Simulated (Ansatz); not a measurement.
Bi on the P site (zinc-blende InP host)

All values below come from PBE, PAW (plane waves to 420 eV; Ansatz, a quantum-chemistry and plane-wave program). Details: 64-site cell; 2×2×2 shifted k-points; start: the P site; no spin–orbit coupling; not converged in cell size.

Neighbours after relaxation, in Å: of the Bi atom: In 2.82, In 2.82, In 2.82, In 2.82.

```
charge         moment (μB)  largest move off a lattice site (Å)
------  ------------------  -----------------------------------
0       not spin-polarised                                 0.24
```
